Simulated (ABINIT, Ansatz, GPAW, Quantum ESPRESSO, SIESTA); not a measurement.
## Code comparison for Si2Ni (Fm-3m, 3 atoms in the cell)

Self-consistent single point.

```yaml
crystal:
  lattice:
    - [0.00000, 2.69315, 2.69315]
    - [2.69315, 0.00000, 2.69315]
    - [2.69315, 2.69315, 0.00000]
  atoms:
    - { symbol: Si, position: [0.25000, 0.25000, 0.25000] }
    - { symbol: Si, position: [0.75000, 0.75000, 0.75000] }
    - { symbol: Ni, position: [0.00000, 0.00000, 0.00000] }
```

Shared settings, as Ansatz (a program for electronic structure) writes them: kpoints.mp_grid.grid = 4 4 4; scf.occupations.method = gaussian; scf.occupations.width = 0.0073 Ry. Potentials and cutoffs stand in the table.

```tsv
code	model	pressure (GPa)	cutoff
ABINIT	PBE, norm-conserving pseudopotentials (PseudoDojo nc-sr-05 PBE standard)	6.13	49 Ha
SIESTA	GGA PBE, numerical atomic orbitals DZP, PseudoDojo PBE standard norm-conserving potentials (rewritten from UPF to PSML)	4.30	grid 350 Ry
GPAW	PBE, GPAW PAW datasets PBE (gpaw-data 1.0.1)	7.54	800 eV
Quantum ESPRESSO	PBE, PSlibrary ultrasoft (PBE) pseudopotentials	5.75	50 Ry
Ansatz	PBE, default PAW files	6.01	default
```

On Ansatz's run: spin polarisation is off.

The spread over the programs that give each value: pressure within 3.24 GPa.

SIESTA uses small atom-centred bases, whose incompleteness enters pressures, forces and empty levels differently from a plane-wave cutoff. Ansatz's pressure is given at a fixed set of plane waves, as the other plane-wave codes print theirs; with its correction for the finite basis it is 6.06 GPa. In the pressure, SIESTA (by 1.77) and GPAW (by 1.47) lie more than 1 GPa from the median of the plane-wave programs.

On the base mesh (9 9 9) the same programs gave: Ansatz pressure 5.58 GPa; Quantum ESPRESSO pressure 5.37 GPa; ABINIT pressure 5.69 GPa; GPAW pressure 6.91 GPa; SIESTA pressure 4.57 GPa.

The values differ from the base mesh's, so the mesh still matters here: the table compares the programs at equal settings.

The starting cell comes from a database of computed structures (which also holds hypothetical and non-ambient phases and stackings), without a prior relaxation at this level.

Left out of this page: CP2K (on another mesh); Elk (not drawn, or without a comparable value).

Keys are those of Ansatz 0.2.
